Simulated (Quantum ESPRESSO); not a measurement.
Input and output of a self-consistent single point for NbC (Fm-3m, 2 atoms in the cell) (Quantum ESPRESSO).

Level of theory: PBE, SSSP 1.1.2 precision (PBE) pseudopotentials (plane waves; Quantum ESPRESSO).

```
NbC
1.0
    0.00000     2.23782     2.23782
    2.23782     0.00000     2.23782
    2.23782     2.23782     0.00000
Nb C
1 1
Cartesian
  0.00000   0.00000   0.00000
  2.23782   2.23782   2.23782
```

Reference input (self-consistent single point, DFT, PBE, plane waves, SSSP 1.1.2 precision (PBE) pseudopotentials): ecutwfc = 60 Ry; ecutrho = 480 Ry; occupations = smearing; smearing = fermi-dirac; degauss = 0.0073499 Ry; potentials = {Nb: Nb.pbe-spn-kjpaw_psl.0.3.0.UPF, C: C.pbe-n-kjpaw_psl.1.0.0.UPF}; K_POINTS = automatic 17 17 17 0 0 0; conv_thr = 1e-10 Ry. This run's input differs from it in these lines:

```diff
@@ -16,3 +16,3 @@
     smearing = 'fermi-dirac',
-    degauss = 0.0073499,
+    degauss = 0.02205,
 /
@@ -28,3 +28,3 @@
 K_POINTS automatic
-17 17 17  0 0 0
+14 14 14  0 0 0
 CELL_PARAMETERS angstrom
```

Output (repeated stretches shortened):

```
     Self-consistent Calculation

     iteration #  1     ecut=    60.00 Ry     beta= 0.70

     total energy              =    -352.23507030 Ry
     estimated scf accuracy    <       1.06478807 Ry

     iteration #  2     ecut=    60.00 Ry     beta= 0.70

     total energy              =    -352.37547926 Ry
     estimated scf accuracy    <       2.40295951 Ry

     iteration #  3     ecut=    60.00 Ry     beta= 0.70

     total energy              =    -352.80045023 Ry
     estimated scf accuracy    <       0.01289893 Ry

   [... 10 blocks of this kind left out ...]

     iteration # 14     ecut=    60.00 Ry     beta= 0.70

     total energy              =    -352.79872733 Ry
     estimated scf accuracy    <          1.2E-10 Ry

     iteration # 15     ecut=    60.00 Ry     beta= 0.70
     End of self-consistent calculation

     Number of k-points >= 100: set verbosity='high' to print the bands.

     the Fermi energy is    18.8493 ev

!    total energy              =    -352.79872733 Ry
     estimated scf accuracy    <          3.5E-11 Ry
     smearing contrib. (-TS)   =      -0.01637849 Ry
     internal energy E=F+TS    =    -352.78234884 Ry

     convergence has been achieved in  15 iterations

     Forces acting on atoms (cartesian axes, Ry/au):

     atom    1 type  1   force =     0.00000000   -0.00000000    0.00000000
     atom    2 type  2   force =     0.00000000    0.00000000    0.00000000

     Total force =     0.000000     Total SCF correction =     0.000000

          total   stress  (Ry/bohr**3)                   (kbar)     P=       31.13
   0.00021163  -0.00000000  -0.00000000           31.13       -0.00       -0.00
  -0.00000000   0.00021163  -0.00000000           -0.00       31.13       -0.00
  -0.00000000  -0.00000000   0.00021163           -0.00       -0.00       31.13

   JOB DONE.
```

The run converged in 15 iterations. Against the reference run the free energy falls by 48.8 meV/atom and the pressure goes from 2.24 to 3.11 GPa.

The starting cell comes from a database of computed structures (which also holds hypothetical and non-ambient phases and stackings), without a prior relaxation at this level. Its lattice was rescaled by a random factor within 2.5 % of one. Spin polarisation is off. With a pressure of about 3 GPa the cell is away from its equilibrium volume at this level.
